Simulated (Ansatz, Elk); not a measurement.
An Ansatz (a quantum-chemistry and plane-wave program) input for a self-consistent single point of HfB₂ (P6/mmm, 3 atoms in the cell) (DFT, PBEsol, plane waves, default PAW files made with PBE):

Ansatz 0.2 input:
```yaml
crystal:
  lattice:
    - [1.595277, -2.763101, 0.000000]
    - [1.595277, 2.763101, 0.000000]
    - [0.000000, 0.000000, 3.536028]
  atoms:
    - { symbol: Hf, position_ang: [0.000000, 0.000000, 0.000000] }
    - { symbol: B, position_ang: [1.595277, 0.921034, 1.768014] }
    - { symbol: B, position_ang: [1.595277, -0.921034, 1.768014] }
kpoints:
  mp_grid: { grid: [10, 10, 8] }
hamiltonian:
  xc: pbesol
  pseudopotentials: { kind: paw }
scf:
  occupations: { method: gaussian, width: 0.1 }
output:
  forces: true
  eigenvalues: true
  stress: true
```

### Question
Write the same calculation as an input for Elk.

### Answer
One input that does it (others would too):

```
tasks
  0

xctype
  22

rgkmax
  7.5

gmaxvr
  14.0

nxlo
  2

lorbcnd
  .true.

rmtscf
  0.9

lmaxi
  2

stype
  0

swidth
  0.00367493

scale
  1.889726125

avec
    1.5952770531   -2.7631009081    0.0000000000
    1.5952770531    2.7631009081    0.0000000000
    0.0000000000    0.0000000000    3.5360280000

sppath
  './'

atoms
  2   : nspecies
  'Hf.in'   : spfname
  1   : natoms; atposl, bfcmt below
  0.0000000000  0.0000000000  0.0000000000    0.0 0.0 0.0
  'B.in'   : spfname
  2   : natoms; atposl, bfcmt below
  0.3333333333  0.6666666667  0.5000000000    0.0 0.0 0.0
  0.6666666667  0.3333333333  0.5000000000    0.0 0.0 0.0

ngridk
  10 10 8
```

Basis settings and potentials, where a program has them, do not carry over. This input uses DFT, PBEsol, all-electron FP-LAPW, Elk's shipped species files, APW+lo basis with extra local orbitals.

The starting cell has typed, rounded lattice constants, without a prior relaxation at this level. Its lattice was rescaled by a random factor within 2.5 % of one.
